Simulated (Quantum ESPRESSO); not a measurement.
**Habitual settings against a tight run: NiHg₄ (Im-3m, 5 atoms in the cell)**

Self-consistent single point.

```
CELL_PARAMETERS angstrom
      2.98374     2.98374     2.98374
     -2.98374     2.98374     2.98374
     -2.98374    -2.98374     2.98374
ATOMIC_POSITIONS crystal
  Ni 0.00000 0.00000 0.00000
  Hg 0.00000 0.00000 0.50000
  Hg 0.50000 0.50000 0.50000
  Hg 0.00000 0.50000 0.00000
  Hg 0.50000 0.00000 0.00000
```

Computed with PBEsol, GBRV 1.5 ultrasoft (PBESOL) pseudopotentials (plane waves; Quantum ESPRESSO).

Base settings: ecutwfc = 50 Ry; ecutrho = 400 Ry; occupations = smearing; smearing = methfessel-paxton; degauss = 0.0073499 Ry; potentials = {Ni: ni_pbesol_v1.4.uspp.F.UPF, Hg: hg_pbesol_v1.uspp.F.UPF}; K_POINTS = automatic 5 5 5 0 0 0; conv_thr = 1e-10 Ry; mixing_beta = 0.5.

Tight run (finer mesh or higher cutoff; not a proven limit): ecutwfc: 50 Ry → 70 Ry; ecutrho: 400 Ry → 560 Ry; conv_thr: 1e-10 Ry → 7.3e-11 Ry; K_POINTS: automatic 5 5 5 0 0 0 → automatic 7 7 7 0 0 0. It gave Fermi level (on the code's own zero) 11.71 eV; pressure 2.05 GPa.

Quick runs, as changes from the base:
- A: the base itself
- B: conv_thr: 1e-10 Ry → 7.3e-05 Ry; K_POINTS: automatic 5 5 5 0 0 0 → automatic 4 4 4 0 0 0
- C: ecutwfc: 50 Ry → 30 Ry; ecutrho: 400 Ry → 240 Ry; smearing: methfessel-paxton → fermi-dirac; degauss: 0.0073499 Ry → 0.036749 Ry; conv_thr: 1e-10 Ry → 7.3e-06 Ry; K_POINTS: automatic 5 5 5 0 0 0 → automatic 3 3 3 1 1 1
- D: ecutwfc: 50 Ry → 30 Ry; ecutrho: 400 Ry → 240 Ry; K_POINTS: automatic 5 5 5 0 0 0 → automatic 1 1 1 0 0 0
- E: ecutwfc: 50 Ry → 25 Ry; ecutrho: 400 Ry → 200 Ry; smearing: methfessel-paxton → fermi-dirac; degauss: 0.0073499 Ry → 0.0099958 Ry; K_POINTS: automatic 5 5 5 0 0 0 → automatic 2 2 2 0 0 0
- F: ecutwfc: 50 Ry → 35 Ry; ecutrho: 400 Ry → 280 Ry; conv_thr: 1e-10 Ry → 7.3e-05 Ry; K_POINTS: automatic 5 5 5 0 0 0 → automatic 4 4 4 0 0 0

Energies are extrapolated to zero smearing width, which holds to low order in the width alone (under cold and Methfessel-Paxton smearing the free energy itself is taken).

Dashes: pressure of B, C, F, not trusted under this conv_thr with d or f elements; time of C, D, E, under 30 s.

The count of work is k-points × plane waves × bands × iterations; it is no time. Core times come from one kind of shared machine and are given to one figure; runs under 30 s give none.

The starting cell comes from a database of computed structures (which also holds hypothetical and non-ambient phases and stackings), without a prior relaxation at this level. Its lattice was rescaled by a random factor within 2.5 % of one. Spin polarisation is off.

| run | energy less tight (meV/atom) | pressure less tight (GPa) | count of work / tight | core time / tight (rough) |
|---|---|---|---|---|
| A | 13.4 | -0.32 | 0.25 | 0.3 |
| B | 23.8 | – | 0.15 | 0.2 |
| C | 423.6 | – | 0.031 | – |
| D | 3984.2 | -5.03 | 0.012 | – |
| E | 2445.0 | -81.80 | 0.029 | – |
| F | 93.7 | – | 0.071 | 0.2 |

Among the runs at the tight run's level, the energy misses run from 13.4 to 3984.2 meV/atom.
